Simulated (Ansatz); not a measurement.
Base system: Ru in the hcp (Mg type) structure (space group P6_3/mmc, No. 194; a = 2.722 Å, c = 4.294 Å; relaxed with 0.1 eV smearing). Axes: x lies along a and z along c of the hexagonal cell.

Calculations: Kohn–Sham DFT with the PBE functional, run in Ansatz (a quantum-chemistry and plane-wave program) with PAW and 420 eV plane waves, scalar-relativistic without spin-orbit coupling.

Before the change:

- Shortest interatomic distance = 2.661 Å

One thing is altered: compressive biaxial strain of 0.50 % in the plane normal to [001], as in epitaxy on a mismatched substrate; the out-of-plane cell vector and the atoms relax.

Q: What happens to the out-of-plane strain?

A: The out-of-plane strain amounts to +0.27 %.

Q: Predict the new in-plane stress.

A: The mean in-plane stress (compression positive) is +3.4 GPa.

Q: How does this affect the shortest interatomic distance?

A: The shortest interatomic distance is still 2.661 Å.

Whether these cells are dynamically stable was not tested. The final runs are not spin-polarised.
